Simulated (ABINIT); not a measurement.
ABINIT run on Nb6AlGe (Pm-3, 8 atoms in the cell): self-consistent single point.

Method of the run: LDA (PW92), PAW (JTH v2.0 LDA PAW) (plane waves; ABINIT).

The change in words: lattice scaled by 0.98. Reference geometry:
```
CELL_PARAMETERS angstrom
      5.21768     0.00000     0.00000
      0.00000     5.21768     0.00000
      0.00000     0.00000     5.21768
ATOMIC_POSITIONS crystal
  Al 0.50000 0.50000 0.50000
  Nb 0.00000 0.50000 0.74995
  Nb 0.00000 0.50000 0.25005
  Nb 0.74995 0.00000 0.50000
  Nb 0.25005 0.00000 0.50000
  Nb 0.50000 0.74995 0.00000
  Nb 0.50000 0.25005 0.00000
  Ge 0.00000 0.00000 0.00000
```

Reference input (self-consistent single point, DFT, LDA (PW92), plane waves, PAW (JTH v2.0 LDA PAW)): pseudos = [Al.LDA_PW-JTH.xml, Nb.LDA_PW-JTH.xml, Ge.LDA_PW-JTH.xml]; ecut = 42 Ry; pawecutdg = 84 Ry; occopt = 3; tsmear = 0.00367493 Ha; ngkpt = 5 5 5; nshiftk = 1; shiftk = 0 0 0; potentials = JTH v2.0 LDA PAW; nband = 60; kptopt = 1; nstep = 50. This run's input differs from it in these lines:

```diff
@@ -3,3 +3,3 @@
 pseudos "Al.LDA_PW-JTH.xml, Nb.LDA_PW-JTH.xml, Ge.LDA_PW-JTH.xml"
-acell 9.8599880957 9.8599880957 9.8599880957
+acell 9.6627876157 9.6627876157 9.6627876157
 rprim
```

Output (repeated stretches shortened):

```
--- !BeginCycle
solver: {iscf: 17, nstep: 50, nline: 4, wfoptalg: 10, }
tolerances: {tolvrs: 1.00E-10, }
...

     iter   Etot(hartree)      deltaE(h)  residm     nres2
 ETOT  1  -443.33861511014    -4.433E+02 5.219E-01 4.393E+01
 ETOT  2  -444.42660823288    -1.088E+00 3.909E-02 9.494E+00
 ETOT  3  -444.37547465464     5.113E-02 3.712E-02 2.323E+00
 ETOT  4  -444.38001701829    -4.542E-03 2.890E-02 2.568E-01
 ETOT  5  -444.37659948857     3.418E-03 1.255E-02 9.863E-03
   [... 5 lines left out ...]
 ETOT 11  -444.37721035446     2.216E-08 4.655E-04 2.457E-06
 ETOT 12  -444.37721034355     1.091E-08 8.330E-04 3.020E-07
 ETOT 13  -444.37721034232     1.233E-09 6.645E-04 2.623E-08
 ETOT 14  -444.37721034219     1.309E-10 3.495E-04 4.436E-11
 At SCF step   14       nres2   =  4.44E-11 < tolvrs=  1.00E-10 =>converged.

 Cartesian components of stress tensor (hartree/bohr^3)
  sigma(1 1)=  9.94771800E-05  sigma(3 2)=  0.00000000E+00
  sigma(2 2)=  9.94771800E-05  sigma(3 1)=  0.00000000E+00
  sigma(3 3)=  9.94771800E-05  sigma(2 1)=  0.00000000E+00

 ----iterations are completed or convergence reached----

 reduced coordinates (array xred) for    8 atoms
       0.500000000000      0.500000000000      0.500000000000
       0.000000000000      0.500000000000      0.749950000000
       0.000000000000      0.500000000000      0.250050000000
       0.749950000000      0.000000000000      0.500000000000
       0.250050000000      0.000000000000      0.500000000000
       0.500000000000      0.749950000000      0.000000000000
   [... lines left out ...]
 Fermi (or HOMO) energy (eV) =  13.60363   Average Vxc (eV)= -12.40337
   [... lines left out ...]
'-kT*entropy'       : -1.22473202676758E-02
total_energy        : -4.44377215879819E+02
total_energy_eV     : -1.20921189999439E+04
...

-Cartesian components of stress tensor (GPa)         [Pressure= -2.9267E+00 GPa]
- sigma(1 1)=  2.92671919E+00  sigma(3 2)=  0.00000000E+00
- sigma(2 2)=  2.92671919E+00  sigma(3 1)=  0.00000000E+00
- sigma(3 3)=  2.92671919E+00  sigma(2 1)=  0.00000000E+00

 Calculation completed.
```

The run converged in 14 iterations. 

The starting cell comes from a database of computed structures (which also holds hypothetical and non-ambient phases and stackings), without a prior relaxation at this level. Its lattice was rescaled by a random factor within 2.5 % of one. For this run, on top of that: lattice scaled by 0.98. Spin polarisation is off.

These are the values that this program gave, and no reference: the one-centre exchange-correlation terms come from a truncated expansion.

Cost on one core of a shared machine: roughly 4 min.
